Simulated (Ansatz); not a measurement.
System: AlB2-type TiB2. Method: HSE06 (PAW; Ansatz, an electronic-structure program).

From the output:

```
WARN output.stress: scf.exx.energy_threshold = 1e-6 eV is looser than the 3e-8 eV advised for a stress under a hybrid functional (1e-8 eV for each atom of the …
Crystal: 3 atoms, lattice volume = 25.183 Å³
Basis set: ecut = 460 eV, 563 PW (Γ), exchange–correlation on 48×48×48 points (8 copies of the dense FFT grid, shifted against one another)
Bands: 13, of which v1, the nominal top of the filled ones, is band 9 counted from 1 (8 counted from 0)
Symmetry: 24 space group operations
Space group: P6/mmm (ITA 191), of the structure as read, at distance tolerance 2.9e-5 Å
k-points: 95 of 1152
SCF iter   1: F=—  HF=-2814.689573 eV  |F-HF|=—  |Δ(HF+E_count)|=         —  Δρ=3.47e-3  dr2=2.44e-3
SCF iter   2: F=—  HF=-2814.689648 eV  |F-HF|=—  |Δ(HF+E_count)|=   7.43e-5  Δρ=1.83e-3  dr2=7.46e-4
  ...
SCF 1 converged in 7 iterations: F = -2814.689489 eV  dr2 = 1.80e-11
Crystal: 3 atoms, lattice volume = 25.183 Å³
Initial density: handed on by an earlier stage of this run
Crystal: 3 atoms, lattice volume = 25.183 Å³
SCF iter   4: F=—  HF=-2814.520562 eV  |F-HF|=—  |Δ(HF+E_count)|=   7.50e-9  Δρ=9.10e-7  dr2=6.97e-10
SCF iter   5: F=-2814.520562 eV  HF=-2814.520562 eV  |F-HF|=1.32e-10  |Δ(HF+E_count)|=   7.08e-9  Δρ=1.10e-6  dr2=1.58e-10
SCF 3 converged in 5 iterations: F = -2814.520562 eV  dr2 = 1.58e-10
Free energy (F): -2814.520562 eV
Internal energy: -2814.517560 eV  (E = F + TS)
E sigma→0 (E₀):  -2814.519061 eV
Fermi energy:    15.703159 eV
--- Forces (eV/Å), atoms counted from 1 ---
  atom   1  Ti     0.00000000     0.00000000     0.00000000
  atom   2  B      0.00000000     0.00000000     0.00000000
  atom   3  B     -0.00000000    -0.00000000     0.00000000
--- Stress (GPa, compression-positive) ---
        0.032828       0.000000      -0.000000
        0.000000       0.032828       0.000000
       -0.000000       0.000000       0.021966
  P = ⅓ Tr σ = 0.0292 GPa (0.292 kbar)
```

Problem. Write an input file that produces this run.

Solution. One answer among several that fit: 
Ansatz 0.2 input:
```yaml
crystal:
  lattice:
    - [1.5067464874, -2.6097614703, 0.0]
    - [1.5067464874, 2.6097614703, 0.0]
    - [0.0, 0.0, 3.2020706543]
  atoms:
    - { symbol: Ti, position: [0.0, 0.0, 0.0] }
    - { symbol: B, position: [0.3333333333, 0.6666666667, 0.5] }
    - { symbol: B, position: [0.6666666667, 0.3333333333, 0.5] }
basis:
  ecutwfc: 460
  ecutrho_ratio: 4
  xc_grid: 2
kpoints:
  mp_grid: { grid: [12, 12, 8] }
hamiltonian:
  xc: hse06
  dispersion: none
  pseudopotentials: { kind: paw }
scf:
  occupations: { method: fermi_dirac, width: 0.05 }
  convergence: { dr2_threshold: 0.0000000003 }
output:
  forces: true
  stress: true
  eigenvalues: true
```

The PAW data were made under PBE.

Note: the run has no spin polarisation, so it can have missed a magnetic state.
